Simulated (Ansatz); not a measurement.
For B₂O₃ (model structure, started from the Al2S3 type, Cc, No. 9, 10 atoms in the cell), PBEsol (plane waves, PAW; Ansatz, a quantum-chemistry and plane-wave program) gives:

* **cohesive energy**: 7.09 eV/atom
* **band gap**: 7.60 eV

Problem. What does r²SCAN (plane waves, PAW; Ansatz) give for the same quantities?

Solution. 
- cohesive energy: 6.64 eV/atom (drops by 0.45 eV/atom)
- band gap: 8.54 eV (goes up by 0.94 eV)

Changes are worked out from the printed values.

Unless a cell is named, each level is at its own relaxed cell (PBEsol 7.20, r²SCAN 7.18 Å³/atom).

Density-functional gaps are differences of (generalised) Kohn–Sham levels.

Ansatz's density-functional and Hartree–Fock values are scalar-relativistic unless marked +SOC, with PAW data made under PBE.

A model structure was made by putting elements into a prototype or built by hand; it is no filed structure, need not be a known phase, and can be a saddle point held by its symmetry.
